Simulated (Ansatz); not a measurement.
An Ansatz (a first-principles code) run: TlBiS2 with a change (biaxial strain −2.40 %, plane normal [001], relaxed out of plane); PBEsol, PAW, 420 eV (Ansatz; no SOC).

Input:

Ansatz 0.2 input:
```yaml
crystal:
  lattice:
    - [3.9872836095, 0, 0]
    - [1.9936418048, 3.453088898, 0]
    - [1.9936418048, -1.1510296327, 7.3187640821]
  atoms:
    - { symbol: Tl, position: [0, 0.5, 0.5] }
    - { symbol: Bi, position: [0, 0, 0] }
    - { symbol: S, position: [0.4775208042, 0.2612395979, 0.7837187937] }
    - { symbol: S, position: [0.5224791958, 0.7387604021, 0.2162812063] }
basis: { ecutwfc: 420, ecutrho_ratio: 4, xc_grid: 2, fft_grid_basis: typed }
kpoints: { mp_grid: { grid: [9, 9, 9] } }
hamiltonian:
  xc: pbesol
  dispersion: none
  pseudopotentials: { kind: paw }
scf: { occupations: { method: fermi_dirac, width: 0.05 } }
relax: { f_tol: 0.005, max_steps: 50, cell: { stress_tol: 0.01, fix: [a, b, gamma] } }
output: { forces: true, stress: true }
checkpoint: { write: state.ck, write_every: 1000 }
```

Output (explanatory and most iteration lines left out):

```
Relaxation: its limit of steps is 50 (relax.max_steps)
Pseudopotential: Tl, paw, valence charge 13
Pseudopotential: Bi, paw, valence charge 15
Pseudopotential: S, paw, valence charge 6
Crystal: 4 atoms, lattice volume = 100.768 Å³
Basis set: ecut = 420 eV, 1987 PW (Γ), exchange–correlation on 54×54×108 points (8 copies of the dense FFT grid, shifted against one another)
Bands: 24, of which v1, the nominal top of the filled ones, is band 20 counted from 1 (19 counted from 0)
Symmetry: 12 space group operations
Space group: R-3m (ITA 166), of the structure as read, at distance tolerance 4.7e-5 Å
k-points: 85 of 729
Functional: x = pbesol(κ = 0.804, μ = 0.12345679012345678), c = pbesol(β = 0.046)
SCF iter   1: F=—  HF=-25309.145858 eV  |F-HF|=—  |Δ(HF+E_count)|=         —  Δρ=4.78e-3  dr2=4.16e-2  ethr=1.77e-3  ⟨swp⟩=6.4  Hψ=10088  notcnv=0
SCF iter   2: F=—  HF=-25309.133225 eV  |F-HF|=—  |Δ(HF+E_count)|=   1.26e-2  Δρ=1.44e-3  dr2=2.94e-3  ethr=1.04e-4  ⟨swp⟩=2.1  Hψ=3415  notcnv=0
SCF 1 converged in 6 iterations: F = -25309.132469 eV  dr2 = 8.77e-8
relax step   1: F+E_penalty+E_count = -25309.13246922 eV  Δ(F+E_penalty+E_count) = +0.000e0 eV  max|allowed force component| = 1.279e-1 eV/Å  Δτ_max = 0.0000 Å  P = +2.276 GPa  Ω = 100.768 Å³  fix = [a, b, gamma]  reactions: a +2.706, b +2.706 GPa  (6 SCF iters, dr2 threshold 1.00e-7 eV, accepted)
[... steps on the carried basis left out ...]
relax step   5: F+E_penalty+E_count = -25309.13903976 eV  Δ(F+E_penalty+E_count) = +1.659e-6 eV  max|allowed force component| = 2.035e-5 eV/Å  Δτ_max = 0.0005 Å  P = +1.259 GPa  Ω = 102.179 Å³  energy of the carried Pulay correction = -2.160e-4 eV  fix = [a, b, gamma]  reactions: a +1.889, b +1.889 GPa  (5 SCF iters, dr2 threshold 3.69e-10 eV, accepted)
Crystal: 4 atoms, lattice volume = 102.179 Å³
SCF iter   1: F=—  HF=-25309.139232 eV  |F-HF|=—  |Δ(HF+E_count)|=         —  Δρ=6.87e-5  dr2=1.57e-7  ethr=1.31e-7  ⟨swp⟩=3.2  Hψ=16291  notcnv=0
SCF iter   2: F=—  HF=-25309.139250 eV  |F-HF|=—  |Δ(HF+E_count)|=   1.75e-5  Δρ=3.47e-5  dr2=3.78e-8  ethr=3.93e-10  ⟨swp⟩=2.7  Hψ=3818  notcnv=0
SCF 6 converged in 5 iterations: F = -25309.139256 eV  dr2 = 3.89e-13
SCF converged after 5 iterations
Free energy (F): -25309.139256 eV
Internal energy: -25309.138962 eV  (E = F + TS)
E sigma→0 (E₀):  -25309.139109 eV
Entropy (-TS):   -0.000294 eV (-0.073 meV/atom)
Fermi energy:    8.754641 eV
--- Forces (eV/Å), atoms counted from 1 ---
  atom   1  Tl    -0.00000000     0.00000000     0.00000000
  atom   2  Bi     0.00000000    -0.00000000     0.00000000
  atom   3  S      0.00000000    -0.00000000     0.00002889
  atom   4  S     -0.00000000     0.00000000    -0.00002889
--- Stress (GPa, compression-positive) ---
        1.888139       0.000000      -0.000000
        0.000000       1.888139       0.000000
       -0.000000       0.000000      -0.000660
  P = ⅓ Tr σ = 1.2585 GPa (12.585 kbar)
--- Relaxed structure (5 steps of the walk, 4 accepted, 1 SCFs on fresh bases) ---
  cell:  # Å, volume = 102.1792 Å³
    - [3.987283609546008, -2.8867499026668148e-11, -1.8160090126044265e-11]
    - [1.993641804798004, 3.453088897945722, -1.216520511343498e-12]
    - [1.9936418047984708, -1.1510296326847191, 7.4212604487878995]
  atoms:
    - { symbol: Tl, position: [0.0, 0.5, 0.5000000000000001] }
    - { symbol: Bi, position: [-2.284695803075523e-31, 4.569029342562945e-31, -4.90956852495393e-43] }
    - { symbol: S, position: [0.4779322715970986, 0.26103386420145075, 0.7831015926043522] }
    - { symbol: S, position: [0.5220677284029014, 0.7389661357985495, 0.21689840739564806] }
```

The mesh was chosen for an insulator and is coarse for the gapless case. With Bi and Tl present, leaving out spin-orbit coupling can change the band edges. Whether these cells are dynamically stable was not tested. The final runs are not spin-polarised. The cell was made from TlBiS2 (space group R-3m, No. 166) by this change: biaxial strain −2.40 %, plane normal [001], relaxed out of plane.
